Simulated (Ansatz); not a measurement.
The parent structure is MoSi₂ (space group I4/mmm, No. 139; relaxed with 0.1 eV smearing).

```
MoSi2
1.0
   -1.58700     1.58700     3.88936
    1.58700    -1.58700     3.88936
    1.58700     1.58700    -3.88936
Si Mo
2 1
Cartesian
  0.00000   0.00000   5.17121
  0.00000   0.00000   2.60751
  0.00000   0.00000   0.00000
```

All numbers come from Ansatz (a program for electronic structure), LDA, PAW, cutoff 420 eV, scalar-relativistic without spin-orbit coupling.

Strains are applied to the cell and any free atomic positions relax.

One change was made to it. Results:

```json
[
 {"quantity": "energy relative to the base (free energy F)", "base": "0 meV/atom", "after": "+8.0 meV/atom"},
 {"quantity": "pressure (mean of the normal stresses, compression positive)", "base": "0.0 GPa", "after": "-6.3 GPa"},
 {"quantity": "band gap", "base": "zero", "after": "zero"}
]
```

### Question
Which change produced these results?
A) isotropic strain +2.00 %
B) isotropic strain +1.50 %
C) isotropic strain −1.00 %
D) isotropic strain +1.00 %

### Answer
D, isotropic strain +1.00 %. For comparison, the pressure in the other runs: isotropic strain −1.00 % gives 7.3 GPa; isotropic strain +2.00 % gives -11.7 GPa; isotropic strain +1.50 % gives -9.1 GPa.

Whether these cells are dynamically stable was not tested. The final runs are not spin-polarised.
